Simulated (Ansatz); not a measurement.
Consider the following.

End structure of a constructed model of the (110) surface of bcc Ta, a layer of Ti in place of the second plane (bottom of the slab: a bare face, its two planes held):

```xyz
6
Lattice="2.8744 0.0000 0.0000 -0.9581 2.7100 0.0000 0.0000 0.0000 28.0000" Properties=species:S:1:pos:R:3 pbc="T T T"
Ta     0.9581     1.3550     8.1927
Ta     0.0000     0.0000    10.5396
Ta     0.9581     1.3550    12.8766
Ta     0.0000     0.0000    15.2059
Ti     0.9581     1.3550    17.5563
Ta     0.0000     0.0000    19.7286
```

Set-up: 6 atoms, 11.6 Å thick at the start; mesh 14x14x1; 0.1 eV smearing; dipole correction on; 2 atoms held, the rest relaxed; held to the start's symmetry, so lower structures may exist; no spin, no spin-orbit, no U. In PBE it is, or lies within 0.01 eV a 1x1 cell of, the lowest of the 2 structures of its composition computed so far; larger cells were not tried.

Question: Give the work function of the top face at the level Ansatz (a quantum-chemistry and plane-wave program) with PBE.

Answer: 4.83 eV
